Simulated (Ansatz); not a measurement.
**A computed series for MoSi2: pressure series**

The parent structure is MoSi2 (space group P6_222, No. 180; a = 4.574 Å, c = 6.567 Å; a cell from a computed database, its experimental status unchecked).

Cell and atoms are relaxed at each pressure.

All numbers come from PBEsol (Ansatz, a first-principles code; PAW; 420 eV plane waves; no spin-orbit coupling).

```
pressure (GPa)  volume per atom (Å³/atom)
--------------  -------------------------
-2                                 13.344
-1                                 13.282
0                                  13.222
0.3                                13.204
0.7                                     ?
1.5                                13.134
3                                  13.049
7.5                                12.811
10                                 12.688
```

Task: Fit the third-order Birch–Murnaghan form P(V) = (3B₀/2)[(V₀/V)^(7/3) − (V₀/V)^(5/3)]·[1 + (3/4)(B₀′ − 4)((V₀/V)^(2/3) − 1)] (squares taken in P) to the rows shown and predict the withheld row.

Result: Least squares on the printed values gives V₀ = 13.222 Å³/atom, B₀ = 222 GPa, B₀′ = 4.4; this predicts 13.180 Å³/atom, and the run gives 13.180 Å³/atom, in agreement.

Load acts through the strain it causes; cell and atoms are relaxed under it. Stability against distortions was not tested. No other phases were tried under pressure. All final runs are without spin polarisation.
